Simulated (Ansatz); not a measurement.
Start from BaMoO₃ in the cubic perovskite structure (space group Pm-3m, No. 221; a = 4.009 Å; a cell from a computed database, its experimental status unchecked).

The values are results of Ansatz (an electronic-structure program), PBEsol, PAW, cutoff 420 eV, no SOC, not measurements.

One change was made to it. Results:

The shortest interatomic distance shrinks by 0.082 Å (2.005 Å → 1.923 Å); the density falls by 2.78 g/cm³ (7.25 g/cm³ → 4.47 g/cm³); the band gap stays zero.

**Question.** Name the change that was made.
A. Ba → Be
B. O → F
C. Ba → Sr

**Answer.** A, Ba → Be. For comparison, the shortest interatomic distance in the other runs: Ba → Sr gives 1.975 Å; O → F gives 2.139 Å.

Stability against distortions was not tested. As relaxed here, BeMoO3 and BaMoF3 are hypothetical phases, not in the database extracts checked. For SrMoO3 in this form, whether it has been made was not checked. No Hubbard U is applied, and correlation can decide whether such a compound is a metal. All final runs are without spin polarisation. An odd electron count without spin: BaMoF3. Many cubic perovskites are stable only at high temperature; tilts and polar distortions were not tested. BaMoF3 has a high density of states at the Fermi level and may be magnetic at this level.
